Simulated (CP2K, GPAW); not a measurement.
A CP2K input for a self-consistent single point of SrZn5 (P6/mmm, 6 atoms in the cell) (DFT PBEsol, GPW, DZVP-MOLOPT-SR-GTH basis, GTH-PBE potentials (GTH_POTENTIALS)):

```
&GLOBAL
  PROJECT run
  RUN_TYPE ENERGY_FORCE
  PRINT_LEVEL LOW
&END GLOBAL
&FORCE_EVAL
  METHOD Quickstep
  STRESS_TENSOR ANALYTICAL
  &DFT
    BASIS_SET_FILE_NAME BASIS_MOLOPT
    POTENTIAL_FILE_NAME GTH_POTENTIALS
    &QS
      METHOD GPW
      EPS_DEFAULT 1E-10
    &END QS
    &MGRID
      CUTOFF 600
      REL_CUTOFF 40
      NGRIDS 5
    &END MGRID
    &SCF
      SCF_GUESS ATOMIC
      EPS_SCF 1E-7
      MAX_SCF 100
      ADDED_MOS 12
      &DIAGONALIZATION
        ALGORITHM STANDARD
      &END DIAGONALIZATION
      &MIXING
        METHOD BROYDEN_MIXING
        ALPHA 0.3
        NBUFFER 12
        BETA 1.5
      &END MIXING
      &SMEAR ON
        METHOD FERMI_DIRAC
        ELECTRONIC_TEMPERATURE [K] 1160.45
      &END SMEAR
    &END SCF
    &KPOINTS
      SCHEME MONKHORST-PACK 5 5 5
    &END KPOINTS
    &XC
      &XC_FUNCTIONAL
        &PBE
          PARAMETRIZATION PBESOL
        &END PBE
      &END XC_FUNCTIONAL
    &END XC
    &PRINT
      &MO
        EIGENVALUES T
        OCCUPATION_NUMBERS T
        NDIGITS 8
        FILENAME mo
        &EACH
          QS_SCF 0
        &END EACH
        ADD_LAST NUMERIC
      &END MO
      &MULLIKEN OFF
      &END MULLIKEN
    &END PRINT
  &END DFT
  &SUBSYS
    &CELL
      A 5.37656400 0.00000000 0.00000000
      B -2.68828200 4.65624200 0.00000000
      C 0.00000000 0.00000000 4.11458900
      PERIODIC XYZ
    &END CELL
    &COORD
      Sr       0.00000000     0.00000000     0.00000000
      Zn       2.68828469     1.55207911     0.00000000
      Zn      -0.00000269     3.10416289     0.00000000
      Zn       2.68828200     0.00000000     2.05729450
      Zn       1.34414100     2.32812100     2.05729450
      Zn      -1.34414100     2.32812100     2.05729450
    &END COORD
    &KIND Sr
      BASIS_SET DZVP-MOLOPT-SR-GTH-q10
      POTENTIAL GTH-PBE-q10
    &END KIND
    &KIND Zn
      BASIS_SET DZVP-MOLOPT-SR-GTH-q12
      POTENTIAL GTH-PBE-q12
    &END KIND
  &END SUBSYS
  &PRINT
    &FORCES ON
    &END FORCES
    &STRESS_TENSOR ON
    &END STRESS_TENSOR
  &END PRINT
&END FORCE_EVAL
```

**Question.** Write the same calculation as an input for GPAW.

**Answer.** One input that does it (others would too):

```python
from ase import Atoms
from ase.units import GPa
from gpaw import GPAW

atoms = Atoms(['Sr', 'Zn', 'Zn', 'Zn', 'Zn', 'Zn'],
              cell=[[5.376564, 0.000000, 0.000000],
                    [-2.688282, 4.656242, 0.000000],
                    [0.000000, 0.000000, 4.114589]],
              scaled_positions=[[0.000000, 0.000000, 0.000000],
                                [0.666667, 0.333333, 0.000000],
                                [0.333333, 0.666667, 0.000000],
                                [0.500000, 0.000000, 0.500000],
                                [0.500000, 0.500000, 0.500000],
                                [0.000000, 0.500000, 0.500000]],
              pbc=True)

calc = GPAW(mode={'name': 'pw', 'ecut': 850},
            xc='PBEsol',
            kpts=(5, 5, 5),
            occupations={'name': 'fermi-dirac', 'width': 0.1},
            nbands=-12,
            convergence={'forces': 0.001},
            symmetry={'symmorphic': False, 'tolerance': 0.0005},
            maxiter=120)

atoms.calc = calc

energy = atoms.get_potential_energy()
print('Energy (eV):', round(energy, 6))
forces = atoms.get_forces()
print('Forces (eV/Ang):')
print(forces.round(5))
stress = atoms.get_stress()
print('Stress (GPa, Voigt):', (stress / GPa).round(4))
```

Basis, cutoffs, solver keys and any potentials are the target program's own. This input uses DFT PBEsol, plane waves, GPAW PAW datasets PBEsol (made by gpaw-setup). Both were run: pressure 3.57 GPa in CP2K and 3.02 in GPAW.

On GPAW: the starting cell comes from a database of computed structures (which also holds hypothetical and non-ambient phases and stackings), without a prior relaxation at this level. For this run, on top of that: lattice scaled by 0.98. With a pressure of about 3 GPa the cell is away from its equilibrium volume at this level.

On CP2K: the starting cell comes from a database of computed structures (which also holds hypothetical and non-ambient phases and stackings), without a prior relaxation at this level. For this run, on top of that: lattice scaled by 0.98. Values carry the incompleteness of an atom-centred basis. The potentials were made for another functional than the one used. With a pressure of about 4 GPa the cell is away from its equilibrium volume at this level.
